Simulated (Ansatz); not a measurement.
System: cubic perovskite CsPbF₃. Method: rVV10 in Ansatz (PAW).

Run with plane-wave cutoff 520 eV, 8×8×8 k mesh, Fermi–Dirac smearing 0.01 eV, scalar-relativistic PAW data made under PBE.

Properties against volume:

| V (Å³/atom) | P (GPa) | direct gap at Γ (eV) | smallest gap on the k mesh (eV) |
|---|---|---|---|
| 21.515 | 3.25 | 7.973 | 2.402 |
| 21.973 | 2.04 | 7.843 | 2.499 |
| 22.431 | 0.96 | 7.718 | 2.589 |
| 22.888 | 0.00 | 7.599 | 2.672 |
| 23.346 | -0.86 | 7.484 | 2.750 |
| 23.804 | -1.62 | 7.374 | 2.821 |
| 24.262 | -2.29 | 7.268 | 2.888 |

The fundamental gap (2.67 eV at the equilibrium volume, with added k points) lies elsewhere than Γ–Γ.

Note: the volume lies 5 % above that of the published cell.

Spin–orbit coupling is not included; with these elements it can move the gap by several tenths of an eV or more.

Ansatz is a program for electronic structure.
